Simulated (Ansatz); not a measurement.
The reference is Lu in the hcp (Mg type) structure (space group P6_3/mmc, No. 194; a = 3.5071 Å, c = 5.4621 Å).

The values are results of plane-wave PAW DFT at the PBE level (Ansatz, a first-principles code, 420 eV), without spin-orbit coupling, earlier PAW set, not measurements.

Before the change:

| Quantity | Result |
|---|---|
| Lattice parameter a | 6.627 bohr |

Now apply this change: a hydrostatic pressure of 0.7 GPa.

**Question.** How does this affect the lattice parameter a?

**Answer.** The lattice parameter a drops by 0.031 bohr (6.627 bohr → 6.596 bohr).

Load acts through the strain it causes; cell and atoms are relaxed under it. Stability against distortions was not tested.
